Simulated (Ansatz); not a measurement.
**Pressure series in SrZrO3**

The parent structure is SrZrO3 (space group P4mm, No. 99; a cell from a computed database, its experimental status unchecked).

```cif
data_O3SrZr
_chemical_formula_sum 'Sr1 Zr1 O3'
_space_group_name_H-M_alt 'P 1'
_space_group_IT_number 1
_cell_length_a 4.11124
_cell_length_b 4.11124
_cell_length_c 4.19202
_cell_angle_alpha 90.000
_cell_angle_beta 90.000
_cell_angle_gamma 90.000
loop_
_space_group_symop_operation_xyz
  'x, y, z'
loop_
_atom_site_label
_atom_site_type_symbol
_atom_site_fract_x
_atom_site_fract_y
_atom_site_fract_z
_atom_site_occupancy
Sr1 Sr 0.50000 0.50000 0.55391 1
Zr1 Zr 0.00000 0.00000 0.00405 1
O1 O 0.00000 0.00000 0.48199 1
O2 O 0.50000 0.00000 0.95203 1
O3 O 0.00000 0.50000 0.95203 1
```

Cell and atoms are relaxed at each pressure.

All numbers come from PBEsol (Ansatz, a program for electronic structure, PAW, no spin-orbit coupling).

```
change            lattice parameter a  band gap  c/a ratio
----------------  -------------------  --------  ---------
base                          4.111 Å   3.35 eV      1.020
pressure −2 GPa               4.128 Å   3.32 eV      1.022
pressure −1 GPa               4.119 Å   3.34 eV      1.021
pressure 0.3 GPa              4.109 Å   3.36 eV      1.020
pressure 0.7 GPa              4.105 Å   3.37 eV      1.019
pressure 3 GPa                4.088 Å   3.39 eV      1.017
pressure 5 GPa                4.073 Å   3.41 eV      1.016
pressure 7.5 GPa              4.055 Å   3.44 eV      1.015
```

Load acts through the strain it causes; cell and atoms are relaxed under it. Whether these cells are dynamically stable was not tested. No other phases were tried under pressure.
